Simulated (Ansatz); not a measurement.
This concerns the formation energy of SrO (rock salt, Fm-3m) from the elements. Reaction: Sr (fcc) + 1/2 O2 (gas) → SrO (rock salt). A negative value means that the right-hand side lies lower. The value is per atom of the solid.

SrO (rock salt, Fm-3m), 2 atoms in the cell, k-point mesh 12×12×12 on the run's own vectors.
```yaml
crystal:
  lattice:
    - [0.00000, 2.59758, 2.59758]
    - [2.59758, 0.00000, 2.59758]
    - [2.59758, 2.59758, 0.00000]
  atoms:
    - { symbol: Sr, position: [0.00000, 0.00000, 0.00000] }
    - { symbol: O, position: [0.50000, 0.50000, 0.50000] }
```

Sr (fcc, Fm-3m), 1 atom in the cell, k-point mesh 18×18×18 on the run's own vectors. Conventional cell: a = 6.039 Å, b = 6.039 Å, c = 6.039 Å, α = 90.00°, β = 90.00°, γ = 90.00°.

An isolated O2 molecule (triplet) in a box of 11 × 11 × 13 Å.

Plane-wave PAW calculations with Ansatz (a program for electronic structure), its PAW set soft_1, cutoff 420 eV, 500 eV for r2SCAN. The structures are at rest with PBE; other levels are single points on them, but for the rows marked own geometry. HSE06 runs on coarser k-point meshes, mended by the PBE difference between the two meshes. Some cells are metallic or hold partly filled levels, where a hybrid on a coarse mesh is less sure. Neutral cells; Fermi-Dirac smearing of at most 0.10 eV in the solids, energies taken to zero width. The lattices are those relaxed with PBE, so at other levels the solids can be strained, which adds to the spread. A dispersion term (D3(BJ), or D4 for r2SCAN) was computed beside these levels and is taken off wherever the name lacks it. Space groups of crystals are read within 0.01 Å. Static lattices, no vibrational contributions.

**Question.** What is the computed value (r2SCAN)?

**Answer.** -2.98 eV/atom, for Sr (fcc) + 1/2 O2 (gas) → SrO (rock salt).

**Question.** How does the value move with the functional?

**Answer.** 
```json
[
 {"Method": "PBE+D3(BJ)", "value (eV/atom)": "-2.86", "less r2SCAN": "0.12"},
 {"Method": "r2SCAN+D4", "value (eV/atom)": "-3.01", "less r2SCAN": "-0.03"},
 {"Method": "HSE06+D3(BJ)", "value (eV/atom)": "-2.95", "less r2SCAN": "0.03"},
 {"Method": "r2SCAN (own geometry)", "value (eV/atom)": "-2.98", "less r2SCAN": "0.00"}
]
```

The levels shown span 0.15 eV/atom, from r2SCAN+D4 (-3.01) to PBE+D3(BJ) (-2.86).
